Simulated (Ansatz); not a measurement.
# What x(Cu) = 0.333, 3 atoms, P-3m1 does to Al

The reference is Al in the fcc (Cu type) structure (space group Fm-3m, No. 225; a = 3.992 Å).

The other end (x = 1) is Cu in the fcc (Cu type) structure (space group Fm-3m, No. 225): 11.44 Å³/atom, gap zero.

Perturbation: Cu replaces 33.3 % of the Al, ordered in a cell of 3 atoms (starting symmetry P-3m1) and fully relaxed.

Computed with r2SCAN (Ansatz, an electronic-structure program), no SOC. Γ-centred 19×19×8 mesh, Fermi–Dirac width 0.05 eV, for the changed cell.

* **Volume per atom**: 14.28 Å³ (base 15.90 Å³)
* **Density**: 4.55 g/cm³ (base 2.82 g/cm³)
* **Shortest interatomic distance**: 2.552 Å (base 2.823 Å)
* **Band gap**: zero (base zero)
* **Mixing energy**: -0.10 eV/atom (to 0.01 eV only: unlike meshes or grids)
* **Deviation of the volume from the linear (Vegard-type) interpolation**: -0.9 %

These are small ordered cells, not random alloys; other orderings at the same x differ. No phonon test of stability was made. The final runs are not spin-polarised.
